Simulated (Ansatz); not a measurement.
Cu3N: isotropic strain −2.54 %

Take Cu3N (space group Pm-3m, No. 221; a = 3.765 Å) as the base.

The change: the cell is scaled by 0.9746 in all directions, atoms relaxed at fixed cell.

All numbers come from Ansatz (a quantum-chemistry and plane-wave program), PBEsol, PAW, cutoff 420 eV, no spin-orbit coupling, earlier PAW set. Γ-centred 12×12×12 mesh, Fermi–Dirac width 0.05 eV.

Volume per atom: 12.35 Å³ (base 13.34 Å³)
Space group: Pm-3m (No. 221) (base Pm-3m (No. 221))
Shortest interatomic distance: 1.835 Å (base 1.882 Å)
Energy relative to the base (free energy F): +35 meV/atom
Band gap: zero (base zero)

Final structure:

```yaml
crystal:
  lattice:
    - [3.66915, 0.00000, 0.00000]
    - [0.00000, 3.66915, 0.00000]
    - [0.00000, 0.00000, 3.66915]
  atoms:
    - { symbol: N, position: [0.00000, 0.00000, 0.00000] }
    - { symbol: Cu, position: [0.50000, 0.00000, 0.00000] }
    - { symbol: Cu, position: [0.00000, 0.00000, 0.50000] }
    - { symbol: Cu, position: [0.00000, 0.50000, 0.00000] }
```

Cost of the whole job for the changed cell (relaxation, final SCF and bands): very roughly 19 core-seconds.

Whether these cells are dynamically stable was not tested. All final runs are without spin polarisation. Gaps under 0.05 eV, about the width of the smearing, are given as zero. A zero or small gap of Cu3N can be the functional's error rather than a property of the material.
